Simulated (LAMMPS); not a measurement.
LAMMPS 22 Jul 2025, classical MD, AIREBO (CH.airebo): C, 4096 atoms.

```json
{
 "task": "MD, nve",
 "potential": "AIREBO, CH.airebo",
 "copies_of_the_repeat_unit": "8×8×8",
 "shape (slab and sphere leave vacuum in the box)": "bulk",
 "temperature": "800 K",
 "steps": "800",
 "timestep": "0.5 fs",
 "thermo": "100",
 "newton": "on (default)",
 "comm_style": "brick (default)",
 "box": "28.5 × 28.5 × 28.5 Å",
 "start": "generated diamond lattice, warmed in an untimed run",
 "compared_values": "energy and forces of the first step, drift over the run"
}
```

Machine: one whole node, Arm Neoverse V2, 96 cores on 1 socket, no SMT, 1 L3 cache group.

Each time is the median wall time of two to five repeats, run one at a time on the otherwise empty machine; start-up is included. Unless noted, each process is bound to its own block of adjacent cores. The times hold for this build (PyPI wheel: MPICH, OPENMP and OPT packages). Scratch files lie in a memory file system. A preparatory run goes ahead and isn't timed.

All on 32 ranks. Base settings, kept where nothing else is said: skin = 2 Å, neigh_modify = every 1 delay 0 check yes, sort = 1000 (default). The candidates, on 32 cores each, agree within 1.0 meV/atom in energy, 10 meV/Å in forces on 48 atoms, 0.20 meV an atom in drift of the total energy:
A. skin = 3 Å
B. sort = 0
C. neigh_modify = every 10 delay 0 check yes
D. the base settings
E. skin = 0.2 Å
F. skin = 1 Å
G. neigh_modify = every 1 delay 10 check yes

Task: Which choice gives the shortest wall time?

Result: F (skin = 1 Å), 3.6 s. At the other end E takes 1.6× as long.

| candidate | wall time | repeats | neighbour list builds |
|---|---|---|---|
| F | 3.6 s | 2 runs within 1 % | 0 |
| C | 4.0 s | 2 runs within 1 % | 0 |
| D | 4.0 s | 2 runs within 1 % | 0 |
| G | 4.0 s | 2 runs within 1 % | 0 |
| B | 4.0 s | 2 runs within 1 % | 0 |
| A | 4.7 s | 2 runs within 1 % | 0 |
| E | 5.6 s | 2 runs within 1 % | 121 |

From the slowest to the fastest: List entries an atom go from 825 to 1062, Neigh from 2.8 to 0 s and Pair from 2.3 to 2.9 s.
